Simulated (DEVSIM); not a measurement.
abrupt Si p-n junction

System: abrupt Si p-n junction, at 300 K.

```
layer (left to right)  material  thickness (μm)  Nd (cm⁻³)  Na (cm⁻³)  τn (s)  τp (s)
---------------------  --------  --------------  ---------  ---------  ------  ------
1                            Si            6.70          -     1.6e17  5.8e-6  5.8e-6
2                            Si             100     5.7e14          -  5.8e-6  5.8e-6
```

Left contact: ohmic. Right contact: ohmic. Voltage is applied to the left contact. Recombination: SRH at mid-gap, Auger. Mobility is μmin + (μ − μmin)/(1 + (N/Nref)^α).

This is a model device: material constants are rounded textbook-type values typed into the input, and sizes, dopings and lifetimes were drawn at random. Values at 300 K.

```tsv
parameter	Si
gap (eV)	1.124
affinity (eV)	4.05
permittivity	11.7
Nc (cm⁻³)	2.86e19
Nv (cm⁻³)	3.1e19
μn (cm²/Vs)	1417
μp (cm²/Vs)	470
μn,min	52
μp,min	45
Nref,n	9.7e16
Nref,p	2.2e17
αn	0.68
αp	0.72
Cn (cm⁶/s)	2.8e-31
Cp (cm⁶/s)	9.9e-32
```

Model (solved in DEVSIM): 1D drift-diffusion, Boltzmann statistics, complete ionisation; no tunnelling, impact ionisation, image-force lowering or self-heating.

Potential step across the device at zero bias: 0.708 V
Largest field in the device at zero bias: 23000 V/cm
Dark forward voltage at 1 A/cm²: 0.648 V
Dark forward voltage at 100 A/cm²: 1.020 V

Dark reverse current:

| V (V) | J (A/cm²) |
|---|---|
| -0.40 | -7.6e-9 |
| -1.00 | -1.4e-8 |
| -2.00 | -2.3e-8 |
| -3.00 | -3.0e-8 |
| -4.00 | -3.6e-8 |
| -6.00 | -4.5e-8 |
| -8.00 | -5.4e-8 |
| -10.00 | -6.1e-8 |
| -13.00 | -7.1e-8 |
| -16.00 | -7.9e-8 |
| -20.00 | -9.0e-8 |

Dark forward current:

| V (V) | J (A/cm²) |
|---|---|
| 0.05 | 3.9e-9 |
| 0.10 | 1.6e-8 |
| 0.15 | 5.8e-8 |
| 0.20 | 2.5e-7 |
| 0.30 | 7.5e-6 |
| 0.35 | 4.8e-5 |
| 0.40 | 0.00032 |
| 0.45 | 0.0022 |
| 0.50 | 0.014 |
| 0.55 | 0.076 |
| 0.60 | 0.31 |
| 0.70 | 3.0 |
| 0.75 | 7.3 |
| 0.80 | 15 |
| 0.85 | 27 |
| 0.90 | 43 |
| 0.95 | 64 |
| 1.05 | 120 |
| 1.10 | 150 |
| 1.15 | 190 |
| 1.20 | 230 |
| 1.25 | 280 |
| 1.30 | 330 |
| 1.35 | 380 |
| 1.45 | 500 |
| 1.50 | 560 |
| 1.55 | 620 |
| 1.60 | 690 |
